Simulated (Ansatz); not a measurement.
Consider WC (space group P-6m2, No. 187; a = 2.922 Å, c = 2.846 Å; relaxed with 0.1 eV smearing). Axes: x lies along a and z along c of the hexagonal cell.

Method: Ansatz (a program for electronic structure), PBE, PAW, cutoff 420 eV, scalar-relativistic without spin-orbit coupling.

For the base:

```
Item                             Value
-----------------------------  -------
Pressure                       0.0 GPa
Shortest interatomic distance  2.207 Å
```

One thing is altered: biaxial strain +2.15 %, plane normal [001], relaxed out of plane (Cartesian); in-plane vectors clamped, the third vector and the atoms free.

How does this affect the pressure, out-of-plane strain and shortest interatomic distance?

The pressure (mean of the normal stresses, compression positive) goes from zero to -11.3 GPa; the out-of-plane strain amounts to -0.74 %; the shortest interatomic distance rises by 0.021 Å (2.207 Å → 2.228 Å).

No phonon test of stability was made. The final runs are not spin-polarised.
